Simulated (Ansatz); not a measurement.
Partial pair distribution functions of a relaxed model of amorphous Si₃₀N₄₁Li₃, broadened by 0.06 Å; density 2.93 g/cm³. Calculation: PBE, scalar-relativistic without spin-orbit coupling (plane waves to 420 eV, PAW; Ansatz, an electronic-structure program).

It comes from a melt-quench run on a machine-learned potential (CHGNet), relaxed afterwards by DFT. N atoms were pushed apart under 1.9 Å during the dynamics, to hinder bonds among them. The hot cell started wider than the set density and was brought back towards it in steps. It is the lowest in DFT energy of 2 quenches. It is a model cell: composition and starting density were chosen by hand, and all elements were melted together. No dispersion term was used. Its density started from a set value of 2.92 and ended at 2.93 g/cm³. The simulated quench (nominally 380 K/ps over its main leg) is rapid and tends to freeze in more defects than a deposited or slowly cooled glass has. Values belong to this one cell and scatter from quench to quench. The volume was held where the preparation left it and the shape relaxed, at a PBE pressure of 2.6 GPa. Stress components on the final sampling reach 2.6 GPa.

```tsv
r (Å)	g Si-N	g N-Li	g Si-Si	g N-N
1.45	0.00	0.00	0.00	0.00
1.55	0.24	0.00	0.00	0.00
1.65	4.53	0.01	0.00	0.00
1.75	10.87	0.40	0.00	0.00
1.85	4.53	1.81	0.00	0.00
1.95	0.44	3.35	0.00	0.00
2.05	0.01	1.69	0.00	0.00
2.15	0.00	2.10	0.00	0.00
2.25	0.00	1.68	0.10	0.02
2.35	0.03	0.91	0.66	0.31
2.45	0.05	0.37	0.83	0.73
2.55	0.01	0.16	0.86	0.75
2.65	0.02	0.96	0.69	2.18
2.75	0.11	0.89	1.07	3.24
2.85	0.30	0.77	2.27	3.46
2.95	0.38	0.46	2.96	2.77
3.05	0.52	0.82	3.17	1.76
3.15	0.73	0.87	2.10	1.53
3.25	0.96	0.56	1.58	0.94
3.35	1.16	0.53	0.95	0.66
3.45	1.52	1.24	0.48	0.62
3.55	1.34	0.73	0.32	0.57
3.65	1.08	0.77	0.23	0.44
3.75	1.18	1.68	0.21	0.35
3.85	1.07	1.92	0.30	0.48
3.95	1.25	1.49	0.56	0.48
4.05	1.56	1.01	0.79	0.43
4.15	1.56	1.06	0.91	0.51
4.25	1.42	1.34	0.95	0.61
4.35	1.46	1.38	1.01	0.69
4.45	1.31	1.12	0.78	0.85
4.55	1.26	0.81	0.75	0.89
```

Within 2.06 Å each Si has 4.00 N neighbours on average.
